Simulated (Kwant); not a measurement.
Device: wire with an abrupt hard-wall neck in a Si two-dimensional gas. Effective mass 0.19 mₑ, grid spacing 10 nm, hard walls, nominal width 200 nm (19 grid rows, so walls 200 nm apart), one parabolic valley, scattering region 600 nm long along x; energies count from the band bottom; Fermi energy swept from 2.4739e-05 to 0.0004706 eV. Central neck 80 nm wide and 120 nm long.

Constants are typed, rounded textbook-type inputs, not results; the design itself was drawn at random and stands for no fabricated device.

Model: effective-mass tight-binding model on a square grid, one spin, coherent transport at 0 K (Kwant). Conductance is in e²/h.

Density of the scattering states that come in from the left lead, at energy = 0.0002509 eV, in bins, relative to the largest site value (x marks bins outside the device):

```
|                  xxxxxxxx                  |
|:.    .::---:::.  xxxxxxxx                  |
|-:.   :=+***+=-:. xxxxxxxx                  |
|+-:   -*#%%%#*+-. xxxxxxxx                  |
|*=:  .=#%@@@%#*=: xxxxxxxx                  |
|#=:  .=#%@@%###+:.xxxxxxxx                  |
|*=-  .-*%%#*+**+=:                          |
|+=-   -+*+=--=+*+-:.                        |
|==-   :=+=:..-=*+=-:..                      |
|==-   :==-.  :=**+-:..                      |
|==-   :=+=:..-=*+=-:..                      |
|+=-   -+*+=--=+*+-:.                        |
|*=-  .-*%%#*+**+=:                          |
|#=:  .=#%@@%###+:.xxxxxxxx                  |
|*=:  .=#%@@@%#*=: xxxxxxxx                  |
|+-:   -*#%%%#*+-. xxxxxxxx                  |
|-:.   :=+***+=-:. xxxxxxxx                  |
|:.    .::---:::.  xxxxxxxx                  |
|                  xxxxxxxx                  |
```
Scale: ten equal steps from 0.000 (start of ' ') to 0.984 (end of '@'), in the order ' .:-=+*#%@'; x runs from -283 to 283, y from -85.9 (bottom) to 85.9 (top).

The conductance there is 0.025 e²/h with 2 open channel(s) in the leads.
